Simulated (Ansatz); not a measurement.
Hf, response to strain

Consider Hf in the hcp (Mg type) structure (space group P6_3/mmc, No. 194; a = 3.198 Å, c = 5.049 Å; relaxed with 0.1 eV smearing). Axes: x lies along a and z along c of the hexagonal cell.

Strains are applied to the cell and any free atomic positions relax; under biaxial strain the out-of-plane vector relaxes too.

Level of theory: r2SCAN (Ansatz, a quantum-chemistry and plane-wave program; PAW; 500 eV plane waves; no spin-orbit coupling).

Notes on the quantities. in-plane stress: mean in-plane stress (compression positive).

```json
[
 {"case": "base", "in-plane stress": "–", "out-of-plane strain": "–", "shortest interatomic distance": "3.128 Å"},
 {"case": "biaxial strain +0.50 %, plane normal [001], relaxed out of plane", "in-plane stress": "-1.1 GPa", "out-of-plane strain": "-0.32 %", "shortest interatomic distance": "3.127 Å"},
 {"case": "biaxial strain +1.00 %, plane normal [001], relaxed out of plane", "in-plane stress": "-2.2 GPa", "out-of-plane strain": "-0.63 %", "shortest interatomic distance": "3.126 Å"},
 {"case": "biaxial strain +1.50 %, plane normal [001], relaxed out of plane", "in-plane stress": "-3.2 GPa", "out-of-plane strain": "-0.94 %", "shortest interatomic distance": "3.125 Å"},
 {"case": "biaxial strain +2.00 %, plane normal [001], relaxed out of plane", "in-plane stress": "-4.2 GPa", "out-of-plane strain": "-1.25 %", "shortest interatomic distance": "3.124 Å"},
 {"case": "biaxial strain +2.50 %, plane normal [001], relaxed out of plane", "in-plane stress": "-5.1 GPa", "out-of-plane strain": "-1.56 %", "shortest interatomic distance": "3.124 Å"},
 {"case": "biaxial strain +3.00 %, plane normal [001], relaxed out of plane", "in-plane stress": "-6.0 GPa", "out-of-plane strain": "-1.87 %", "shortest interatomic distance": "3.123 Å"}
]
```

Stability against distortions was not tested. All final runs are without spin polarisation.
